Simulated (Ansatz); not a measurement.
A constructed model of the (100) surface of fcc Ir, a layer of Ga in place of the second plane (bottom of the slab: a bare face, its two planes held)

Computed with PBE (plane waves to 420 eV, PAW; Ansatz, a quantum-chemistry and plane-wave program).

Set-up: 6 atoms, 9.4 Å thick at the start (thin: gaps and levels are the slab's own); mesh 14x14x1; 0.1 eV smearing; dipole correction on; 2 atoms held, the rest relaxed; held to the start's symmetry, so lower structures may exist; no spin, no spin-orbit, no U. It is one candidate, not shown to be the stable structure of the face.

work function of the top face: 5.49 eV
energy released by relaxation: 0.032 eV
cost: about 70 core-seconds (a rough figure)
